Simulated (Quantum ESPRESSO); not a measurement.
Input and output of a self-consistent single point for Y (P6_3/mmc, 2 atoms in the cell) (Quantum ESPRESSO).

Method: PBE, PSlibrary ultrasoft (PBE) pseudopotentials (plane waves; Quantum ESPRESSO).

The change in words: lattice scaled by 0.98. Reference geometry:
```
Y
1.0
    3.65240     0.00000     0.00000
   -1.82620     3.16308     0.00000
    0.00000     0.00000     5.89503
Y
2
Direct
  0.33333   0.66667   0.25000
  0.66667   0.33333   0.75000
```
Moments meant for the start (each program seeds them in its own way; μB, in the order of the atoms Y Y): 1.0 1.0.

Reference input (self-consistent single point, DFT, PBE, plane waves, PSlibrary ultrasoft (PBE) pseudopotentials): ecutwfc = 45 Ry; ecutrho = 315 Ry; occupations = smearing; smearing = fd; degauss = 0.0073499 Ry; nspin = 2; potentials = {Y: Y.pbe-spn-rrkjus_psl.1.0.0.UPF}; K_POINTS = automatic 11 11 6 0 0 0; conv_thr = 1e-10 Ry; mixing_beta = 0.4. This run's input differs from it in these lines:

```diff
@@ -10,3 +10,3 @@
  ibrav = 0,
- celldm(1) = 6.9020445844,
+ celldm(1) = 6.7640043327,
  nat = 2,
@@ -30,3 +30,3 @@
   -0.5000000000     0.8660254038     0.0000000000
-   0.0000000000     0.0000000000     1.6140144589
+   0.0000000000     0.0000000000     1.6140142168
 ATOMIC_POSITIONS {crystal}
```

The program printed (abridged):

```
     Self-consistent Calculation

     iteration #  1     ecut=    45.00 Ry     beta= 0.40

     Threshold (ethr) on eigenvalues was too large:
     Diagonalizing with lowered threshold

     total energy              =    -166.99132341 Ry
     estimated scf accuracy    <       0.02089411 Ry

     total magnetization       =     0.78 Bohr mag/cell
     absolute magnetization    =     0.78 Bohr mag/cell

     iteration #  2     ecut=    45.00 Ry     beta= 0.40

     total energy              =    -166.99772479 Ry
     estimated scf accuracy    <       0.00637996 Ry

     total magnetization       =     0.70 Bohr mag/cell
   [... lines left out ...]
     absolute magnetization    =     0.57 Bohr mag/cell

   [... 9 blocks of this kind left out ...]

     iteration # 13     ecut=    45.00 Ry     beta= 0.40

     total energy              =    -166.99957242 Ry
     estimated scf accuracy    <          1.8E-09 Ry

     total magnetization       =     0.00 Bohr mag/cell
     absolute magnetization    =     0.00 Bohr mag/cell

     iteration # 14     ecut=    45.00 Ry     beta= 0.40

     Magnetic moment per site  (integrated on atomic sphere of radius R)
     atom   1 (R=0.409)  charge=  9.5674  magn= -0.0001
     atom   2 (R=0.409)  charge=  9.5674  magn= -0.0001
     End of self-consistent calculation

     Number of k-points >= 100: set verbosity='high' to print the bands.

     the Fermi energy is     9.8131 ev

!    total energy              =    -166.99957252 Ry
     estimated scf accuracy    <          9.6E-11 Ry
     smearing contrib. (-TS)   =      -0.00904829 Ry
     internal energy E=F+TS    =    -166.99052424 Ry

     total magnetization       =    -0.00 Bohr mag/cell
     absolute magnetization    =     0.00 Bohr mag/cell

     convergence has been achieved in  14 iterations

     Forces acting on atoms (cartesian axes, Ry/au):

     atom    1 type  1   force =     0.00000000    0.00000000    0.00000000
     atom    2 type  1   force =     0.00000000    0.00000000    0.00000000

     Total force =     0.000000     Total SCF correction =     0.000000

          total   stress  (Ry/bohr**3)                   (kbar)     P=       10.84
   0.00011741   0.00000000   0.00000000           17.27        0.00        0.00
   0.00000000   0.00011741   0.00000000            0.00       17.27        0.00
   0.00000000   0.00000000  -0.00001365            0.00        0.00       -2.01

   JOB DONE.
```

The run converged in 14 iterations. Against the reference run the free energy stays essentially unchanged (within 1 meV/atom) and the pressure goes from -1.31 to 1.08 GPa.

The starting cell comes from a database of computed structures (which also holds hypothetical and non-ambient phases and stackings), without a prior relaxation at this level. Its lattice was rescaled by a random factor within 2.5 % of one. For this run, on top of that: lattice scaled by 0.98. The starting moments vanished: the run ended non-magnetic.

Cost on one core of a shared machine: roughly 3 min.
